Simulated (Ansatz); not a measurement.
Input:

A slab with vacuum along the third vector:

```xyz
8
Lattice="3.5790 0.0000 0.0000 0.0000 5.6674 0.0000 0.0000 0.0000 26.5000" Properties=species:S:1:pos:R:3 pbc="T T T"
Tl     1.7895     1.4168     8.2633
Tl     0.0000     4.2505     9.1069
Tl     0.0000     1.4168    11.2880
Tl     1.7895     4.2505    12.1775
Tl     1.7895     1.4168    14.3225
Tl     0.0000     4.2505    15.2120
Tl     0.0000     1.4168    17.3931
Tl     1.7895     4.2505    18.2367
```

Model: 8-atom slab, 10.3 Å thick at the start (thin: gaps and levels are the slab's own), 11x7x1 mesh, Fermi-Dirac 0.1 eV, dipole correction, all atoms relaxed; held to the start's symmetry, so lower structures may exist; no spin, no spin-orbit, no U.

Task: What work function of the top face does Ansatz (a program for electronic structure) with PBE give?

Result: 3.52 eV

Task: Give the surface energy (mean of both faces) at the level PBE.

Result: 0.25 J/m²
